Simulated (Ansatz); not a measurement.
Electronic density of states of amorphous Ge12Sb12Te30S3, density 6.06 g/cm³, on a 2×2×2 Γ-centred mesh with a Gaussian width of 0.1 eV; energies count from the Fermi level. Cell and mesh are small, so fine structure isn't converged. The numbers are results of PBE-D3(BJ), scalar-relativistic without spin-orbit coupling, PAW (Ansatz default set, large-core Te) (plane waves to 420 eV; Ansatz, a program for electronic structure), not measurements. Sampling: a 2×2×2 Γ-centred mesh; Fermi-Dirac width 0.05 eV; no spin polarisation. The levels at the Fermi energy are partly filled. A closed spacing in one fast-quenched cell at PBE doesn't show the material to be a metal.

Preparation: random packing, a CHGNet melt and quench, and a DFT relaxation. The hot cell started wider than the set density and was brought back towards it in steps. It is the lowest in DFT energy of 3 quenches. It is a model cell: composition and starting density were chosen by hand, and all elements were melted together. The geometry includes D3(BJ) dispersion. Its density started from a set value of 5.67 and ended at 6.06 g/cm³. The simulated quench (nominally 50 K/ps over its main leg) is rapid and tends to freeze in more defects than a deposited or slowly cooled glass has. A cell of this size samples the disorder only roughly. Volume and shape were free in the relaxation. On a 2×2×2 Γ-centred mesh force components of up to 0.24 eV/Å stay, since the relaxation ran on one k-point at (1/4, 1/4, 1/4).

(E - EF (eV), states/(eV atom)): (-12.00, 0.44); (-11.90, 0.43); (-11.80, 0.43); (-11.70, 0.44); (-11.60, 0.45); (-11.50, 0.49); (-11.40, 0.50); (-11.30, 0.53); (-11.20, 0.59); (-11.10, 0.63); (-11.00, 0.60); (-10.90, 0.57); (-10.80, 0.58); (-10.70, 0.57); (-10.60, 0.33); (-10.50, 0.07); (-10.40, 0.00); (-10.30, 0.00); (-10.20, 0.00); (-10.10, 0.00); (-10.00, 0.01); (-9.90, 0.05); (-9.80, 0.12); (-9.70, 0.24); (-9.60, 0.28); (-9.50, 0.22); (-9.40, 0.24); (-9.30, 0.34); (-9.20, 0.32); (-9.10, 0.30); (-9.00, 0.33); (-8.90, 0.30); (-8.80, 0.31); (-8.70, 0.35); (-8.60, 0.38); (-8.50, 0.30); (-8.40, 0.18); (-8.30, 0.25); (-8.20, 0.31); (-8.10, 0.31); (-8.00, 0.30); (-7.90, 0.29); (-7.80, 0.34); (-7.70, 0.42); (-7.60, 0.41); (-7.50, 0.30); (-7.40, 0.20); (-7.30, 0.21); (-7.20, 0.26); (-7.10, 0.25); (-7.00, 0.20); (-6.90, 0.09); (-6.80, 0.01); (-6.70, 0.00); (-6.60, 0.00); (-6.50, 0.00); (-6.40, 0.00); (-6.30, 0.00); (-6.20, 0.00); (-6.10, 0.00); (-6.00, 0.00); (-5.90, 0.00); (-5.80, 0.00); (-5.70, 0.00); (-5.60, 0.00); (-5.50, 0.04); (-5.40, 0.14); (-5.30, 0.23); (-5.20, 0.27); (-5.10, 0.34); (-5.00, 0.47); (-4.90, 0.57); (-4.80, 0.67); (-4.70, 0.65); (-4.60, 0.65); (-4.50, 0.65); (-4.40, 0.56); (-4.30, 0.59); (-4.20, 0.66); (-4.10, 0.68); (-4.00, 0.69); (-3.90, 0.66); (-3.80, 0.66); (-3.70, 0.71); (-3.60, 0.72); (-3.50, 0.65); (-3.40, 0.70); (-3.30, 0.71); (-3.20, 0.70); (-3.10, 0.70); (-3.00, 0.76); (-2.90, 0.79); (-2.80, 0.75); (-2.70, 0.69); (-2.60, 0.66); (-2.50, 0.66); (-2.40, 0.74); (-2.30, 0.71); (-2.20, 0.68); (-2.10, 0.75); (-2.00, 0.77); (-1.90, 0.73); (-1.80, 0.70); (-1.70, 0.76); (-1.60, 0.73); (-1.50, 0.60); (-1.40, 0.69); (-1.30, 0.75); (-1.20, 0.67); (-1.10, 0.66); (-1.00, 0.67); (-0.90, 0.64); (-0.80, 0.60); (-0.70, 0.58); (-0.60, 0.55); (-0.50, 0.52); (-0.40, 0.49); (-0.30, 0.47); (-0.20, 0.41); (-0.10, 0.31); (0.00, 0.27); (0.10, 0.28); (0.20, 0.28); (0.30, 0.29); (0.40, 0.31); (0.50, 0.38); (0.60, 0.42); (0.70, 0.46); (0.80, 0.47); (0.90, 0.50); (1.00, 0.54); (1.10, 0.58); (1.20, 0.66); (1.30, 0.68); (1.40, 0.67); (1.50, 0.66); (1.60, 0.69); (1.70, 0.66); (1.80, 0.70); (1.90, 0.68); (2.00, 0.62); (2.10, 0.62); (2.20, 0.69); (2.30, 0.70); (2.40, 0.71); (2.50, 0.68)
